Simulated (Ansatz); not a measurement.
The starting structures come from a database of crystals and need not be the phases stable at ambient conditions.

Inside the gap of an insulator the Bloch states are evanescent, with a wavenumber k + iκ along the transport direction.

```
CELL_PARAMETERS angstrom
      3.89318     0.00000     0.00000
      0.00000    14.20450     0.00000
      0.00000     0.00000     8.30673
ATOMIC_POSITIONS crystal
  Sr 0.75000 0.32365 0.42145
  Sr 0.25000 0.67635 0.57855
  Sr 0.25000 0.82365 0.07855
  Sr 0.75000 0.17635 0.92145
  Sn 0.75000 0.55820 0.17216
  Sn 0.25000 0.44180 0.82784
  Sn 0.25000 0.05820 0.32784
  Sn 0.75000 0.94180 0.67216
  S  0.75000 0.39567 0.02722
  S  0.25000 0.60433 0.97278
  S  0.25000 0.89567 0.47278
  S  0.75000 0.10433 0.52722
  S  0.75000 0.99559 0.15270
  S  0.25000 0.00441 0.84730
  S  0.25000 0.49559 0.34730
  S  0.75000 0.50441 0.65270
  S  0.75000 0.71453 0.29807
  S  0.25000 0.28547 0.70193
  S  0.25000 0.21453 0.20193
  S  0.75000 0.78547 0.79807
```

Space group of this cell: Pnma. The cell is taken as given; by PBEsol its mean pressure is -1.5 GPa.

Transport runs along the normal of the first two printed cell vectors.

The gap is the functional's own. No spin-orbit coupling. Mid-gap values are interpolated on the energy grid.

Problem. Predict the band gap and the smallest decay constant κ at mid-gap from Ansatz (an electronic-structure program) with PBEsol.

Solution. Gap 0.80 eV on a 8×2×4 mesh; κ = 0.162 1/Å, at the zone centre.
